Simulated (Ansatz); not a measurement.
Density of states of PtCu (R-3m) near the Fermi level, PBEsol, rigid bands (Ansatz, an electronic-structure program).

```
E − E_F (eV)  states/eV/cell
------------  --------------
-1.90                   5.09
-1.80                   5.43
-1.70                   4.87
-1.60                   4.06
-1.50                   3.64
-1.40                   4.13
-1.30                   3.80
-1.20                   4.59
-1.10                   3.55
-1.00                   3.48
-0.90                   3.81
-0.80                   3.54
-0.70                   3.25
-0.60                   2.89
-0.50                   2.60
-0.40                   2.04
-0.30                   1.50
-0.20                   1.14
-0.10                   0.81
0.00                    0.78
0.10                    0.77
0.20                    0.77
0.30                    0.77
0.40                    0.78
0.50                    0.81
0.60                    0.76
0.70                    0.70
0.80                    0.70
0.90                    0.70
1.00                    0.70
1.10                    0.68
1.20                    0.66
1.30                    0.65
1.40                    0.64
1.50                    0.63
1.60                    0.62
1.70                    0.61
1.80                    0.61
1.90                    0.60
```

### Question
With 2 atoms a cell, what bare Sommerfeld coefficient γ = (π²/3) k_B² N(E_F) follows?

### Answer
N(E_F) ≈ 0.78 states/eV a cell at 300 K, so γ ≈ 0.92 mJ/(mol of atoms·K²), before electron-phonon enhancement.

### Question
How far does the Fermi level move in a rigid band for 0.1 electron a cell added or removed?

### Answer
130 meV and -125 meV.

A metal at this level (no band gap); rigid bands, thermally averaged at 300 K, both spins. Spin-orbit coupling is left out, which matters with elements this heavy. Geometry: cell and atoms relaxed with PBEsol.

Computed structure, not matched to a measured one here, so possibly hypothetical: PtCu (R-3m).
